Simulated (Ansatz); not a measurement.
Here is the system:

```yaml
crystal:
  lattice:
    - [0.00000, 3.00990, 3.00990]
    - [3.00990, 0.00000, 3.00990]
    - [3.00990, 3.00990, 0.00000]
  atoms:
    - { symbol: Ga, position: [0.00000, 0.00000, 0.00000] }
    - { symbol: Sb, position: [0.25000, 0.25000, 0.25000] }
```

No spin polarisation.

The values are results of Ansatz (a first-principles code), PBEsol, PAW, cutoff 420 eV, spin-orbit coupling left out, not measurements. Γ-centred 13×13×13 mesh, Fermi–Dirac width 0.05 eV.

Q: Predict the band gap and pressure.

A: The band gap is 0.33 eV. The pressure is 2.6 GPa.

Spin-orbit coupling, missing from the scalar runs, can matter with Sb. The cells carry an imposed strain or load. No phonon test of stability was made. The cell was made from GaSb in the zinc blende structure (space group F-43m, No. 216) by this change: isotropic strain −1.50 %.
